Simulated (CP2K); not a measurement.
# Input and output of a self-consistent single point for Bi (R-3m, 2 atoms in the cell) (CP2K)

Method: PBE, GPW, DZVP-MOLOPT-SR-GTH basis, GTH-PBE potentials (GTH_POTENTIALS) in CP2K.

Input:

```
&GLOBAL
  PROJECT run
  RUN_TYPE ENERGY_FORCE
  PRINT_LEVEL LOW
&END GLOBAL
&FORCE_EVAL
  METHOD Quickstep
  STRESS_TENSOR ANALYTICAL
  &DFT
    BASIS_SET_FILE_NAME BASIS_MOLOPT
    POTENTIAL_FILE_NAME GTH_POTENTIALS
    &QS
      METHOD GPW
      EPS_DEFAULT 1E-10
    &END QS
    &MGRID
      CUTOFF 400
      REL_CUTOFF 50
      NGRIDS 4
    &END MGRID
    &SCF
      SCF_GUESS ATOMIC
      EPS_SCF 1E-6
      MAX_SCF 100
      ADDED_MOS 4
      &DIAGONALIZATION
        ALGORITHM STANDARD
      &END DIAGONALIZATION
      &MIXING
        METHOD BROYDEN_MIXING
        ALPHA 0.2
        NBUFFER 10
        BETA 1
      &END MIXING
      &SMEAR ON
        METHOD FERMI_DIRAC
        ELECTRONIC_TEMPERATURE [K] 1160.45
      &END SMEAR
    &END SCF
    &KPOINTS
      SCHEME MONKHORST-PACK 6 6 6
      GAMMA_CENTERED T
    &END KPOINTS
    &XC
      &XC_FUNCTIONAL PBE
      &END XC_FUNCTIONAL
    &END XC
    &PRINT
      &MO
        EIGENVALUES T
        OCCUPATION_NUMBERS T
        NDIGITS 8
        FILENAME mo
        &EACH
          QS_SCF 0
        &END EACH
        ADD_LAST NUMERIC
      &END MO
      &MULLIKEN OFF
      &END MULLIKEN
    &END PRINT
  &END DFT
  &SUBSYS
    &CELL
      A 4.74654400 0.00000000 0.00000000
      B 2.56574600 3.99332200 0.00000000
      C 2.56574600 1.40118200 3.73942700
      PERIODIC XYZ
    &END CELL
    &COORD
      Bi       2.31146042     1.26231394     0.87502592
      Bi       7.56657558     4.13219006     2.86440108
    &END COORD
    &KIND Bi
      BASIS_SET DZVP-MOLOPT-SR-GTH-q5
      POTENTIAL GTH-PBE-q5
    &END KIND
  &END SUBSYS
  &PRINT
    &FORCES ON
    &END FORCES
    &STRESS_TENSOR ON
    &END STRESS_TENSOR
  &END PRINT
&END FORCE_EVAL
```

Log, with long lists cut:

```
 GLOBAL| Method name                                                        CP2K
 GLOBAL| Project name                                                        run
 GLOBAL| Run type                                                   ENERGY_FORCE

 TOTAL NUMBERS AND MAXIMUM NUMBERS

  Total number of            - Atomic kinds:                                   1
                             - Atoms:                                          2
                             - Shell sets:                                     2
                             - Shells:                                        10
                             - Primitive Cartesian functions:                 10
                             - Cartesian basis functions:                     28
                             - Spherical basis functions:                     26

  Maximum angular momentum of- Orbital basis functions:                        2
                             - Local part of the GTH pseudopotential:          0
                             - Non-local part of the GTH pseudopotential:      4

 SCF PARAMETERS         Density guess:                                    ATOMIC
                        max_scf:                                             100
                        max_diis:                                              4
                        eps_scf:                                        1.00E-06
                        eps_diis:                                       1.00E-01
                        eps_eigval:                                     1.00E-05
                        level_shift [a.u.]:                             0.000000
                        added MOs                                         4    0
                        Mixing method:                            BROYDEN_MIXING
                                                charge density mixing in g-space
                        Smear method:                                FERMI_DIRAC
                        Electronic temperature [K]:                       1160.5
                        Electronic temperature [a.u.]:                  3.67E-03
                        Accuracy threshold:                             1.00E-10
                        No outer SCF

 Extrapolation method: initial_guess

 Number of electrons:                                                         10
 Number of occupied orbitals:                                                  5
 Number of molecular orbitals:                                                 9

 Number of orbital functions:                                                 26
 Number of independent orbital functions:                                     26

 SCF WAVEFUNCTION OPTIMIZATION

  Step     Update method      Time    Convergence         Total energy    Change
     1 NoMix/Diag. 0.20E+00      -     0.35962008       -11.1230902229 -1.11E+01
     2 Broy./Diag. 0.20E+00      -     0.00049352       -11.1635972983 -4.05E-02
     3 Broy./Diag. 0.20E+00      -     0.00300127       -11.0838173405  7.98E-02
     4 Broy./Diag. 0.20E+00      -     0.00014957       -11.0793474769  4.47E-03
     5 Broy./Diag. 0.20E+00      -     0.00064789       -11.0725865337  6.76E-03
     6 Broy./Diag. 0.20E+00      -     0.00001280       -11.0721287184  4.58E-04
     7 Broy./Diag. 0.20E+00      -     0.00005234       -11.0725520053 -4.23E-04
     8 Broy./Diag. 0.20E+00      -     0.00000452       -11.0726262175 -7.42E-05
     9 Broy./Diag. 0.20E+00      -     0.00000798       -11.0727091209 -8.29E-05
    10 Broy./Diag. 0.20E+00      -     0.00000022       -11.0727192356 -1.01E-05

  *** SCF run converged in    10 steps ***

  Electronic density on regular grids:        -10.0000000000       -0.0000000000
  Core density on regular grids:                9.9999999961       -0.0000000039
  Total charge density on r-space grids:       -0.0000000039
  Total charge density g-space grids:          -0.0000000039

  Overlap energy of the core charge distribution:               0.00000000014461
  Self energy of the core charge distribution:                -23.31361915486596
  Core Hamiltonian energy:                                      4.58174370901540
  Hartree energy:                                              10.36814233320809
  Exchange-correlation energy:                                 -2.70863251610464
  Electronic entropic energy:                                  -0.00035360720511
  Fermi energy:                                                 0.15434384177763

  Total energy:                                               -11.07271923562606
  Total energy (extrapolated to T->0):                        -11.07254243202350

 ENERGY| Total FORCE_EVAL ( QS ) energy [hartree]            -11.072714637473974

 FORCES| Atomic forces [hartree/bohr]
 FORCES|   Atom     x               y               z               |f|
 FORCES|      1  5.51176008E-04  3.01023581E-04  2.08662819E-04   6.61778180E-04
 FORCES|      2 -5.51176008E-04 -3.01023581E-04 -2.08662819E-04   6.61778180E-04
 FORCES| Sum     1.03195230E-13  7.01244618E-14  6.20892227E-14
 FORCES| Total atomic force                                       1.39362001E-13

 STRESS| Analytical stress tensor [bar]
 STRESS|                        x                   y                   z
 STRESS|      x        1.97434364597E+04   9.14267903299E+02   6.33765487058E+02
 STRESS|      y        9.14267903299E+02   1.85687062419E+04   3.46143952916E+02
 STRESS|      z        6.33765487058E+02   3.46143952916E+02   1.83092418449E+04
 STRESS| 1/3 Trace                                             1.88737948488E+04
```

The run converged in 10 iterations.

The starting cell has typed, rounded lattice constants, without a prior relaxation at this level. Values carry the incompleteness of an atom-centred basis.
